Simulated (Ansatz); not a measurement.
# Effect of biaxial strain −3.00 %, plane normal [001], relaxed out of plane on Nb

The reference is Nb in the bcc (W type) structure (space group Im-3m, No. 229; a = 3.273 Å; relaxed with 0.1 eV smearing). Axes: x, y, z lie along the cube axes.

Now apply this change: compressive biaxial strain of 3.00 % in the plane normal to [001], as in epitaxy on a mismatched substrate; the out-of-plane cell vector and the atoms relax.

Level of theory: DFT with PBEsol, PAW potentials and a 420 eV plane-wave cutoff in Ansatz (a first-principles code), without spin-orbit coupling. Settings: 28×28×28 k-points, 0.1 eV Fermi–Dirac smearing.

- Volume per atom = 17.02 Å³ (base 17.53 Å³)
- Space group = I4/mmm (No. 139) (base Im-3m (No. 229))
- Energy relative to the base (free energy F) = +28 meV/atom
- Pressure (mean of the normal stresses, compression positive) = 5.9 GPa (base 0.0 GPa)
- Band gap = zero (base zero)
- Out-of-plane strain = +3.21 %
- Ratio −ε⊥/ε∥ = 1.07
- Mean in-plane stress (compression positive) = +8.9 GPa

Final structure (turned so that z lies along the plane normal):

```
CELL_PARAMETERS angstrom
      3.17473     0.00000     0.00000
      0.00000     3.17473     0.00000
      1.58736    -1.58736     1.68896
ATOMIC_POSITIONS crystal
  Nb 0.00000 0.00000 0.00000
```

Stability against distortions was not tested. The final runs are not spin-polarised.
